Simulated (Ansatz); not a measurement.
Short convergence ladders for Ge2W (I4mm, 3 atoms in the cell)

```xyz
3
Lattice="-1.6706 1.6706 4.1092 1.6706 -1.6706 4.1092 1.6706 1.6706 -4.1092" Properties=species:S:1:pos:R:3 pbc="T T T"
Ge     0.0000     0.0000     2.8245
Ge     0.0000     0.0000     5.4440
W      0.0000     0.0000     0.0000
```

Base method: PBEsol, default PAW files made with PBE (plane waves; Ansatz, a first-principles code).

Base settings: basis.ecutwfc = 420 eV; kpoints.mp_grid.grid = 14 14 14; hamiltonian.xc = pbesol; hamiltonian.pseudopotentials = {kind: paw} (the program's default PAW files); scf.occupations.method = gaussian; scf.occupations.width = 0.1 eV.

The count of work is k-points × plane waves × bands × iterations; it is no time. Core times come from one kind of shared machine, to one figure; runs under 30 s give none.

**The k-point mesh at a smearing width of 0.02 eV**

In this ladder: scf.occupations.width = 0.02 eV.

Only quantities that move along the ladder and can be compared are tabulated.

| kpoints.mp_grid.grid | free energy less the last step's (meV/atom) | pressure (GPa) | largest difference of a force vector from the last step's (eV/Å) | count of work / last | core time / last (rough) |
|---|---|---|---|---|---|
| 5 5 5 | 7.89 | -4.05 | 0.015 | 0.0069 | – |
| 6 6 6 | 0.48 | -3.80 | 0.042 | 0.012 | – |
| 7 7 7 | -0.13 | -3.78 | 0.016 | 0.015 | – |
| 9 9 9 | 0.25 | -3.83 | 0.037 | 0.029 | – |
| 10 10 10 | 0.21 | -3.85 | 0.028 | 0.039 | – |
| 12 12 12 | 0.03 | -3.79 | 0.028 | 0.063 | – |
| 15 15 15 | -0.04 | -3.85 | 0.011 | 0.11 | 0.2 |
| 22 22 22 | -0.01 | -3.87 | 0.006 | 0.32 | 0.5 |
| 33 33 33 | 0.00 | -3.86 | 0.000 | 1.0 | 1 |

Coarsest kpoints.mp_grid.grid that holds the pressure within 0.1 GPa of the last step, with all finer ones: 6 6 6, at 0.012 of the last step's count of work; the step before is off by 0.19 GPa.

Coarsest kpoints.mp_grid.grid that holds the free energy within 1 meV/atom of the last step, with all finer ones: 6 6 6, at 0.012 of the last step's count of work; the step before is off by 7.9 meV/atom.

**The width of Fermi-Dirac smearing**

In this ladder: kpoints.mp_grid.grid = 23 23 23; scf.occupations.method = fermi_dirac.

Narrow widths need finer meshes than wide ones, so the last steps can hold mesh noise.

Only quantities that move along the ladder and can be compared are tabulated; pressure and forces are left out, as mesh noise rules them at narrow widths.

```tsv
scf.occupations.width	free energy less the last step's (meV/atom)	energy extrapolated to zero width less the last step's (meV/atom)
1 eV	-705.56	122.83
0.5 eV	-132.81	24.65
0.3 eV	-40.96	3.32
0.2 eV	-16.85	0.36
0.1 eV	-3.38	-0.15
0.05 eV	0.00	0.00
```

Widest scf.occupations.width that holds the energy extrapolated to zero width within 0.5 meV/atom of the last step, with all finer ones: 0.2 eV; the step before is off by 3.3 meV/atom.

Widest scf.occupations.width that holds the free energy within 5 meV/atom: not settled: the last two steps still differ by 3.4 meV/atom, over half the tolerance, so the ladder does not show it.

The extrapolation to zero width removes most of the smearing's effect on the energy.

**The width of cold smearing**

In this ladder: kpoints.mp_grid.grid = 23 23 23; scf.occupations.method = cold.

Narrow widths need finer meshes than wide ones, so the last steps can hold mesh noise.

Only quantities that move along the ladder and can be compared are tabulated; pressure and forces are left out, as mesh noise rules them at narrow widths.

| scf.occupations.width | free energy less the last step's (meV/atom) | core time / last (rough) |
|---|---|---|
| 0.5 eV | 1.06 | 1 |
| 0.3 eV | 0.25 | 0.9 |
| 0.2 eV | -0.07 | 1 |
| 0.1 eV | -0.06 | 1.0 |
| 0.05 eV | 0.00 | 1 |

Widest scf.occupations.width that holds the free energy within 0.5 meV/atom of the last step, with all finer ones: 0.3 eV; the step before is off by 1.1 meV/atom.

On the base run: the starting cell comes from a database of computed structures (which also holds hypothetical and non-ambient phases and stackings), without a prior relaxation at this level. Its lattice was rescaled by up to half a per cent. One atom was moved a little off its site on purpose. Spin polarisation is off. In the base run, with a pressure of about -4 GPa the cell is away from its equilibrium volume at this level. Ansatz's pressure includes its estimate of the finite-basis (Pulay) stress.

Left out of this page: 4 runs of the series outside the window shown, repeating another row's setting, or not comparable; 1 run of the series unsound by tests on forces, stress, charge or solver warnings.

Keys are those of Ansatz 0.2.
